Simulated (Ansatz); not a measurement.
The parent structure is NbAgO3 in the cubic perovskite structure (space group Pm-3m, No. 221; a = 3.9502 Å; a cell from a computed database, its experimental status unchecked).

It is then changed as follows: a hydrostatic pressure of 1.5 GPa.

Levels (all Ansatz, an electronic-structure program, PAW, earlier PAW set): PBEsol (420 eV, no spin-orbit coupling); HSE06 (420 eV, without spin-orbit coupling); PBEsol+SOC (420 eV, with spin-orbit coupling).

One geometry, relaxed with PBEsol, under each level:

```json
[
 {"level": "PBEsol", "band gap": "1.41 eV", "lowest conduction level above the VBM at special points": "X 1.41 eV; Γ 1.60 eV; R 3.35 eV", "pressure": "1.48 GPa"},
 {"level": "HSE06", "band gap": "?", "lowest conduction level above the VBM at special points": "?", "pressure": "–"},
 {"level": "PBEsol+SOC", "band gap": "1.40 eV", "lowest conduction level above the VBM at special points": "X 1.40 eV; Γ 1.53 eV; R 3.33 eV; M 4.08 eV", "pressure": "1.46 GPa"}
]
```

### Question
Give the withheld HSE06 results.

### Answer

- HSE06, band gap: 2.75 eV
- HSE06, lowest conduction level above the VBM at special points: X 2.75 eV; Γ 2.89 eV; R 5.35 eV

Single points use the geometry relaxed with PBEsol. The hybrid gap comes from the SCF mesh plus the semilocal run's edge points and a few special points and is an upper bound. The spin-orbit shifts are approximate. Load acts through the strain it causes; cell and atoms are relaxed under it. No phonon test of stability was made. Many cubic perovskites are stable only at high temperature; tilts and polar distortions were not tested.
